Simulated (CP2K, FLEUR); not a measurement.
A CP2K input for a self-consistent single point of InF3 (R-3c, 8 atoms in the cell) (DFT LDA (Pade form), GPW, DZVP-MOLOPT-SR-GTH basis, GTH-PADE potentials (GTH_POTENTIALS)):

```
&GLOBAL
  PROJECT inf3
  RUN_TYPE ENERGY_FORCE
  PRINT_LEVEL MEDIUM
&END GLOBAL
&FORCE_EVAL
  METHOD Quickstep
  STRESS_TENSOR ANALYTICAL
  &DFT
    BASIS_SET_FILE_NAME BASIS_MOLOPT
    POTENTIAL_FILE_NAME GTH_POTENTIALS
    &QS
      METHOD GPW
      EPS_DEFAULT 1E-10
    &END QS
    &MGRID
      CUTOFF 550
      REL_CUTOFF 50
      NGRIDS 5
    &END MGRID
    &SCF
      SCF_GUESS ATOMIC
      EPS_SCF 1E-6
      MAX_SCF 100
      ADDED_MOS 12
      &DIAGONALIZATION
        ALGORITHM STANDARD
      &END DIAGONALIZATION
      &MIXING
        METHOD BROYDEN_MIXING
        ALPHA 0.4
        NBUFFER 10
      &END MIXING
      &SMEAR ON
        METHOD FERMI_DIRAC
        ELECTRONIC_TEMPERATURE [K] 580.23
      &END SMEAR
    &END SCF
    &KPOINTS
      SCHEME MONKHORST-PACK 5 5 5
    &END KPOINTS
    &XC
      &XC_FUNCTIONAL PADE
      &END XC_FUNCTIONAL
    &END XC
    &PRINT
      &MO
        EIGENVALUES T
        OCCUPATION_NUMBERS T
        NDIGITS 8
        FILENAME mo
        &EACH
          QS_SCF 0
        &END EACH
        ADD_LAST NUMERIC
      &END MO
      &MULLIKEN ON
      &END MULLIKEN
    &END PRINT
  &END DFT
  &SUBSYS
    &CELL
      ABC 5.63920000 5.63919959 5.63919924
      ALPHA_BETA_GAMMA 53.77099754 53.77099843 53.77100104
      PERIODIC XYZ
    &END CELL
    &COORD
      SCALED
      In       0.50000000     0.50000000     0.50000000
      In       0.00000000     0.00000000     0.00000000
      F        0.39571000     0.75000000     0.10429000
      F        0.60429000     0.25000000     0.89571000
      F        0.10429000     0.39571000     0.75000000
      F        0.89571000     0.60429000     0.25000000
      F        0.75000000     0.10429000     0.39571000
      F        0.25000000     0.89571000     0.60429000
    &END COORD
    &KIND In
      BASIS_SET DZVP-MOLOPT-SR-GTH-q13
      POTENTIAL GTH-PADE-q13
    &END KIND
    &KIND F
      BASIS_SET DZVP-MOLOPT-SR-GTH-q7
      POTENTIAL GTH-PADE-q7
    &END KIND
  &END SUBSYS
  &PRINT
    &FORCES ON
    &END FORCES
    &STRESS_TENSOR ON
    &END STRESS_TENSOR
  &END PRINT
&END FORCE_EVAL
```

**Question.** Write the same calculation as an input for FLEUR.

**Answer.** One input that does it (others would too):

Input of the input generator:

```
InF3 crystal
&input film=f /
2.5500968360 1.4722990947 4.8093570000
-2.5500968360 1.4722990947 4.8093570000
0.0000000000 -2.9445981894 4.8093570000
1.8897261246
1.0 1.0 1.0

8
49 0.5000000000 0.5000000000 0.5000000000
49 0.0000000000 0.0000000000 0.0000000000
9 0.3957100000 0.7500000000 0.1042900000
9 0.6042900000 0.2500000000 0.8957100000
9 0.1042900000 0.3957100000 0.7500000000
9 0.8957100000 0.6042900000 0.2500000000
9 0.7500000000 0.1042900000 0.3957100000
9 0.2500000000 0.8957100000 0.6042900000

&comp jspins=1 /
&exco xctyp='pz' /
&kpt div1=5 div2=5 div3=5 /
&end /
```

```xml
<?xml version="1.0" encoding="UTF-8" standalone="no"?>
<fleurInput fleurInputVersion="0.39">
   <comment>
      InF3 crystal                                                                                        
   </comment>
   <calculationSetup>
      <cutoffs Kmax="4.6" Gmax="13.8" GmaxXC="13.8" numbands="0"/>
      <scfLoop itmax="100" minDistance="0.00001" maxIterBroyd="15" imix="Anderson" alpha="0.05" precondParam="0.0" spinf="2.0"/>
      <coreElectrons ctail="T" frcor="F" kcrel="0" coretail_lmax="0"/>
      <xcFunctional name="pz" relativisticCorrections="F"/>
      <magnetism jspins="1"/>
      <soc l_soc="F" theta="0.0" phi="0.0" spav="F"/>
      <expertModes spex="0" secvar="F"/>
      <geometryOptimization l_f="T" forcealpha="1.0" forcemix="BFGS" epsdisp="0.00001" epsforce="0.00001"/>
      <ldaU l_linMix="F" mixParam="0.05" spinf="1.0"/>
   </calculationSetup>
   <cell>
      <bzIntegration valenceElectrons="68.0" mode="hist" fermiSmearingEnergy="0.00183747">
         <kPointListSelection listName="default-1"/>
         <!-- k-points included here -->
         <xi:include xmlns:xi="http://www.w3.org/2001/XInclude" href="kpts.xml"> </xi:include>
      </bzIntegration>
      <!-- symmetry operations included here -->
      <xi:include xmlns:xi="http://www.w3.org/2001/XInclude" href="sym.xml"> </xi:include>
      <bulkLattice scale="1.0">
         <bravaisMatrix>
            <row-1>    4.8189846112490011     2.7822420624795194     9.0883675654278822</row-1>
            <row-2>   -4.8189846112490011     2.7822420624795194     9.0883675654278822</row-2>
            <row-3>    0.0000000000000000    -5.5644841249590389     9.0883675654278822</row-3>
         </bravaisMatrix>
      </bulkLattice>
   </cell>
   <atomSpecies>
      <species name="Indium (In)" element="In" atomicNumber="49">
         <mtSphere radius="2.30" gridPoints="811" logIncrement="0.016"/>
         <atomicCutoffs lmax="10" lnonsphr="8"/>
         <electronConfig flipSpins="F">
            <coreConfig>(1s1/2) (2s1/2) (2p1/2) (2p3/2) (3s1/2) (3p1/2) (3p3/2) (4s1/2) (3d3/2) (3d5/2) (4p1/2) (4p3/2)</coreConfig>
            <valenceConfig>(5s1/2) (4d3/2) (4d5/2) (5p1/2) (5p3/2)</valenceConfig>
            <stateOccupation state="(5p1/2)" spinUp="0.1666666666667" spinDown="0.1666666666667"/>
            <stateOccupation state="(5p3/2)" spinUp="0.3333333333333" spinDown="0.3333333333333"/>
         </electronConfig>
         <energyParameters s="5" p="5" d="5" f="4"/>
         <lo type="SCLO" l="2" n="4" eDeriv="0"/>
      </species>
      <species name="Fluorine (F)" element="F" atomicNumber="9">
         <mtSphere radius="1.30" gridPoints="461" logIncrement="0.023"/>
         <atomicCutoffs lmax="6" lnonsphr="4"/>
         <electronConfig flipSpins="F">
            <coreConfig>(1s1/2)</coreConfig>
            <valenceConfig>(2s1/2) (2p1/2) (2p3/2)</valenceConfig>
            <stateOccupation state="(2p1/2)" spinUp="0.8333333333333" spinDown="0.8333333333333"/>
            <stateOccupation state="(2p3/2)" spinUp="1.6666666666667" spinDown="1.6666666666667"/>
         </electronConfig>
         <energyParameters s="2" p="2" d="3" f="4"/>
      </species>
   </atomSpecies>
   <atomGroups>
      <atomGroup species="Indium (In)">
         <relPos label="                   1">1.000/2.000 1.000/2.000 1.000/2.000</relPos>
         <relPos label="                   2">.0000000000 .0000000000 .0000000000</relPos>
         <force calculate="T" relaxXYZ="TTT"/>
      </atomGroup>
      <atomGroup species="Fluorine (F)">
         <relPos label="                   3">.3957100000 -1.000/4.000 .1042900000</relPos>
         <relPos label="                   4">-.3957100000 1.000/4.000 -.1042900000</relPos>
         <relPos label="                   5">.1042900000 .3957100000 -1.000/4.000</relPos>
         <relPos label="                   6">-.1042900000 -.3957100000 1.000/4.000</relPos>
         <relPos label="                   7">-1.000/4.000 .1042900000 .3957100000</relPos>
         <relPos label="                   8">1.000/4.000 -.1042900000 -.3957100000</relPos>
         <force calculate="T" relaxXYZ="TTT"/>
      </atomGroup>
   </atomGroups>
   <output dos="F" band="F" slice="F">
      <checks vchk="F" cdinf="F"/>
      <bandDOS minEnergy="-.5*Htr" maxEnergy="0.5*Htr" sigma="0.015" storeEVData="T"/>
      <vacuumDOS vacdos="F" integ="F" star="F" nstars="0" locx1="0.0" locy1="0.0" locx2="0.0" locy2="0.0" nstm="0" tworkf="0.0"/>
      <unfoldingBand unfoldBand="F" supercellX="1" supercellY="1" supercellZ="1"/>
      <plotting iplot="0" polar="F">
         <plot TwoD="T" vec1="  1.0  0.0  0.0" vec2="  0.0  1.0  0.0" vec3="  0.0  0.0  1.0" zero="  0.0  0.0  0.0" file="plot"/>
      </plotting>
      <chargeDensitySlicing numkpt="0" minEigenval="0.0" maxEigenval="0.0" nnne="0" pallst="F"/>
      <specialOutput eonly="F"/>
      <magneticCircularDichroism mcd="F" energyLo="-10.0" energyUp="0.0"/>
   </output>
  <!-- We include the file relax.xml here to enable relaxations (see documentation) -->
  <xi:include xmlns:xi="http://www.w3.org/2001/XInclude" href="relax.xml"> <xi:fallback/> </xi:include>
</fleurInput>
```

Basis settings and potentials, where a program has them, do not carry over. This input uses DFT, LDA (Perdew-Zunger), all-electron FLAPW (FLEUR), scalar-relativistic valence. LDA parametrisations can differ slightly between programs.

The starting cell comes from a database of computed structures (which also holds hypothetical and non-ambient phases and stackings), without a prior relaxation at this level. For this run, on top of that: lattice scaled by 0.98.
